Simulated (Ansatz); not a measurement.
# fcc Pt (1 1 0) on tetragonal BaTiO3 (1 0 1) (film strained to the substrate, faces as cut)

A periodic stack without vacuum, fcc Pt (1 1 0) on tetragonal BaTiO3 (1 0 1) (film strained to the substrate, faces as cut): substrate slab Ba5Ti5O15, film Pt16, surface cells [[0, 1], [-1, 0]] and [[0, 2], [-1, 0]], film strained by +0.4 and +3.2 %, faces O/BaOTi and Pt/Pt as cut (like faces can put a slab off its formula).

The start was prepared with a machine-learned potential, and the result is one local minimum, with the in-plane cell held and forces under 0.04 eV/Å; the film can end far from its bulk form.

Computed with PBE (plane waves to 420 eV, PAW; Ansatz, a first-principles code). No spin–orbit coupling; the runs are not spin-polarised; PBE gaps are too small against experiment. Its k-point mesh 5×7×1, Fermi–Dirac width 0.05 eV.

interface area: 23.1 Å²
period: 26.90 Å
gaps between the outermost planes at the two interfaces: 2.38 and 2.02 Å
Ba–Pt contacts across the interfaces within 1.22 times the sum of covalent radii: 10, mean 3.76 Å
Pt–Ti contacts across the interfaces within 1.22 times the sum of covalent radii: 4, mean 3.24 Å
O–Pt contacts across the interfaces within 1.22 times the sum of covalent radii: 2, mean 2.02 Å

```yaml
crystal:
  lattice:
    - [5.79072, -0.00194, 0.11399]
    - [-0.00042, 3.98499, 0.09069]
    - [1.01793, 1.28931, 26.95866]
  atoms:
    - { symbol: Ba, position: [0.42542, 0.09740, 0.07544] }
    - { symbol: Ti, position: [0.92403, 0.61193, 0.08203] }
    - { symbol: O, position: [0.69241, 0.60993, 0.03753] }
    - { symbol: O, position: [0.17754, 0.61084, 0.03733] }
    - { symbol: O, position: [0.91961, 0.07326, 0.09211] }
    - { symbol: Ba, position: [0.89112, 0.03677, 0.19139] }
    - { symbol: Ti, position: [0.39273, 0.54371, 0.18644] }
    - { symbol: O, position: [0.16225, 0.55349, 0.14278] }
    - { symbol: O, position: [0.64464, 0.55416, 0.14272] }
    - { symbol: O, position: [0.38846, 0.02352, 0.19694] }
    - { symbol: Ba, position: [0.35816, 0.98092, 0.29907] }
    - { symbol: Ti, position: [0.85835, 0.48726, 0.29631] }
    - { symbol: O, position: [0.62947, 0.49936, 0.25197] }
    - { symbol: O, position: [0.11141, 0.49946, 0.25234] }
    - { symbol: O, position: [0.85560, 0.96953, 0.30606] }
    - { symbol: Ba, position: [0.82726, 0.92679, 0.40788] }
    - { symbol: Ti, position: [0.32753, 0.43254, 0.40517] }
    - { symbol: O, position: [0.09731, 0.44436, 0.36126] }
    - { symbol: O, position: [0.58176, 0.44434, 0.36119] }
    - { symbol: O, position: [0.32603, 0.91421, 0.41454] }
    - { symbol: Ba, position: [0.29925, 0.86899, 0.51704] }
    - { symbol: Ti, position: [0.79965, 0.38301, 0.51253] }
    - { symbol: O, position: [0.56404, 0.38798, 0.47038] }
    - { symbol: O, position: [0.06208, 0.38742, 0.47081] }
    - { symbol: O, position: [0.79898, 0.85873, 0.51963] }
    - { symbol: Pt, position: [0.29418, 0.79577, 0.65258] }
    - { symbol: Pt, position: [0.79044, 0.79434, 0.65575] }
    - { symbol: Pt, position: [0.56056, 0.31688, 0.60828] }
    - { symbol: Pt, position: [0.04698, 0.31661, 0.60964] }
    - { symbol: Pt, position: [0.76398, 0.74336, 0.76113] }
    - { symbol: Pt, position: [0.26593, 0.74379, 0.76024] }
    - { symbol: Pt, position: [0.02985, 0.26776, 0.71038] }
    - { symbol: Pt, position: [0.52730, 0.26790, 0.71021] }
    - { symbol: Pt, position: [0.23611, 0.69325, 0.86469] }
    - { symbol: Pt, position: [0.73414, 0.69313, 0.86489] }
    - { symbol: Pt, position: [0.49998, 0.21844, 0.81267] }
    - { symbol: Pt, position: [0.00104, 0.21892, 0.81177] }
    - { symbol: Pt, position: [0.71121, 0.64588, 0.96234] }
    - { symbol: Pt, position: [0.20259, 0.64608, 0.96216] }
    - { symbol: Pt, position: [0.97034, 0.16870, 0.91536] }
    - { symbol: Pt, position: [0.46975, 0.16755, 0.91737] }
```
